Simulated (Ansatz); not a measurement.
We consider BiSb (model structure, started from the NiAs type, P6₃/mmc, No. 194, 4 atoms in the cell), described by PBE (plane waves, PAW; Ansatz, a program for electronic structure).

Run with plane-wave cutoff 520 eV, scalar-relativistic PAW data made under PBE.

Cell (relaxed at this level):

```cif
data_Bi2Sb2
_chemical_formula_sum 'Bi2 Sb2'
_space_group_name_H-M_alt 'P63/mmc'
_space_group_IT_number 194
_space_group_name_Hall '-P 6c 2c'
_cell_length_a 4.43172
_cell_length_b 4.43172
_cell_length_c 7.82537
_cell_angle_alpha 90.000
_cell_angle_beta 90.000
_cell_angle_gamma 120.000
loop_
_atom_site_label
_atom_site_type_symbol
_atom_site_symmetry_multiplicity
_atom_site_Wyckoff_symbol
_atom_site_fract_x
_atom_site_fract_y
_atom_site_fract_z
_atom_site_occupancy
Bi1 Bi 2 a 0.00000 0.00000 0.00000 1
Sb1 Sb 2 c 0.33333 0.66667 0.25000 1
```

Question: Give the computed bulk modulus.

Answer: 
* **bulk modulus**: 44.5 GPa

Note: the bulk modulus is −V dP/dV from two relaxed cells at ±2 % in volume; the relaxation could raise the start's symmetry but not lower it, so the cell can be a saddle point.

Spin–orbit coupling is not included; it can shift volumes and moduli of such heavy elements.

Computed values are for the static lattice.

It cost about 6 core-minutes (a rough figure) of CPU time.

A model structure was made by putting elements into a prototype or built by hand; it is no filed structure, need not be a known phase, and can be a saddle point held by its symmetry.
